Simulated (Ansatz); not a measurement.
## Nb$_{2}$AsC (space group P6_3/mmc, No. 194; a cell from a computed database, its experimental status unchecked)

```
Nb2AsC
1.0
    3.29878     0.00000     0.00000
   -1.64939     2.85682     0.00000
    0.00000     0.00000    11.90792
Nb As C
4 2 2
Cartesian
  0.00000   1.90455   4.82889
  1.64939   0.95227   7.07903
  1.64939   0.95227  10.78285
  0.00000   1.90455   1.12507
  1.64939   0.95227   2.97698
  0.00000   1.90455   8.93094
  0.00000   0.00000   5.95396
  0.00000   0.00000   0.00000
```

All numbers come from Ansatz (a program for electronic structure) PBEsol, scalar-relativistic without spin-orbit coupling. k-mesh 16×16×4 (Γ-centred); smearing 0.05 eV (Fermi–Dirac).

```yaml
volume_per_atom: 14.03 Å³
density: 8.07 g/cm³
band_gap: zero
total_energy: -3513.394 eV/atom (σ→0; compares only within this code and set-up)
```

Whether these cells are dynamically stable was not tested. The final runs are not spin-polarised.
